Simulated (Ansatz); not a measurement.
Checking a run of Ansatz (a program for electronic structure) on La3Cd2As6 (C2/m, 22 atoms in the cell). The aim is a self-consistent single point with DFT, LDA (PW92), plane waves, default PAW files made with PBE.

Cell that was meant: a = 11.2439 Å, b = 11.2439 Å, c = 12.5313 Å, α = 100.73°, β = 100.73°, γ = 21.33°.

Part of the input:

Ansatz 0.2 input:
```yaml
    - { symbol: As, position_ang: [10.250348, -0.000000, 4.291758] }
    - { symbol: As, position_ang: [9.475023, -0.000000, 8.012593] }
    - { symbol: As, position_ang: [-1.186950, 0.000000, 6.152176] }
basis:
  ecutrho_ratio: 2
kpoints:
  mp_grid:
    grid: [3, 3, 1]
```

The program printed (abridged):

```
   [... lines left out ...]
PAW frozen core: As, regenerated for the run's functional, and the local potential with it
Initial density: superposition of atomic densities (neutral atoms: chi_scale 0, normalization atom), corrected by the library's trained network
Initial wavefunctions: pseudopotential atomic-orbital guess
Eigensolver: davidson
Functional: x = slater, c = lda
SCF iter   1: F=—  HF=-126230.528187 eV  |F-HF|=—  |Δ(HF+E_count)|=         —  Δρ=6.80e-3  dr2=7.60e-1  ethr=1.77e-3  ⟨swp⟩=7.0  Hψ=2726  notcnv=0
all-band conjugate gradients solve this SCF's bands
preconditioner: auto → LDOS
SCF iter   2: F=—  HF=-126230.465143 eV  |F-HF|=—  |Δ(HF+E_count)|=   6.30e-2  S|Δr|=    0.00e0  Δρ=5.07e-3  dr2=1.90e-1  ethr=2.33e-4  ⟨swp⟩=2.5  Hψ=1613  notcnv=0  defer=79
   [... lines left out ...]
SCF iter  10: F=—  HF=-126230.416274 eV  |F-HF|=—  |Δ(HF+E_count)|=   1.07e-6  S|Δr|=    0.00e0  Δρ=1.03e-5  dr2=1.03e-6  ethr=2.24e-9  ⟨swp⟩=2.0  Hψ=1167  notcnv=0  defer=79
SCF iter  11: F=—  HF=-126230.416274 eV  |F-HF|=—  |Δ(HF+E_count)|=   1.24e-7  S|Δr|=    0.00e0  Δρ=4.81e-6  dr2=1.84e-7  ethr=3.16e-10  ⟨swp⟩=2.0  Hψ=1360  notcnv=0  defer=79
SCF iter  12: F=-126230.416274 eV  HF=-126230.416274 eV  |F-HF|=4.74e-8  |Δ(HF+E_count)|=   2.55e-8  S|Δr|=    0.00e0  Δρ=2.62e-6  dr2=5.95e-8  ethr=3.07e-11  ⟨swp⟩=13.5  Hψ=3905  notcnv=0
SCF 1 converged in 12 iterations: F = -126230.416274 eV  dr2 = 5.95e-8
Stability not checked (fill_not_monotonic)
Free energy (F): -126230.416274 eV
Internal energy: -126230.314558 eV  (E = F + TS)
E sigma→0 (E₀):  -126230.390845 eV
Entropy (-TS):   -0.101716 eV (-4.623 meV/atom)
Fermi energy:    10.920089 eV
--- Forces (eV/Å), atoms counted from 1 ---
  atom   1  La    -0.08139059     0.00000000    -0.01770934
  atom   2  La     0.08139059     0.00000000     0.01770934
  atom   3  La     0.21722754     0.00000000     0.06539186
   [... lines left out ...]
  P = ⅓ Tr σ = -6.2990 GPa (-62.990 kbar)
  The stress holds the Pulay correction, which leaves out the density cutoff's part. Without it, at fixed plane waves, as pw.x and ABINIT print it …
settings of this run that can trade accuracy for cost: basis.ecutrho_ratio < 4. Do not mix this run's numbers with those of runs without the same settings …
```

Task: Is this run sound? If not, what is wrong?

Result: The compared values did not move, but the log warns. The input holds a density cutoff or grid that is too coarse, which can do harm: the charge density holds wave vectors up to twice those of the orbitals (four times the energy cutoff), and augmentation charges need more still. The run converged in 12 iterations, and against the sound input the free energy hardly moves (within 1 meV/atom), the pressure moves little (-6.29 to -6.30 GPa) and the largest force stays at 0.466 eV/Å. The full log also holds (shortened here): “WARN basis.ecutrho_ratio = 2 (ecutrho = 840 eV) is below the records' recommended cutoff”. At a fixed set of plane waves, without the program's Pulay estimate, the pressure is -6.32 GPa against -6.32 GPa.

An input that runs soundly differs in these lines (not the only fix; some lines may just follow from the change or write a value another way):
```diff
-basis:
-  ecutrho_ratio: 2
```

With that input, the run converged in 11 iterations: free energy E − TS (on the zero of these files) -126230.4211 eV; Fermi level (on the code's own zero) 10.92 eV; pressure -6.29 GPa; largest force (vector length) 0.466 eV/Å (DFT, LDA (PW92), plane waves, default PAW files made with PBE).

On the sound input: the starting cell comes from a database of published, mostly measured structures (it also holds non-ambient and calculated ones), without a prior relaxation at this level. Its lattice was rescaled by a random factor within 2.5 % of one. With a pressure of about -6 GPa the cell is away from its equilibrium volume at this level. Ansatz's pressure includes its estimate of the finite-basis (Pulay) stress. Without a gap this mesh is coarse (it stands for a supercell whose shortest vector is 12 Å).
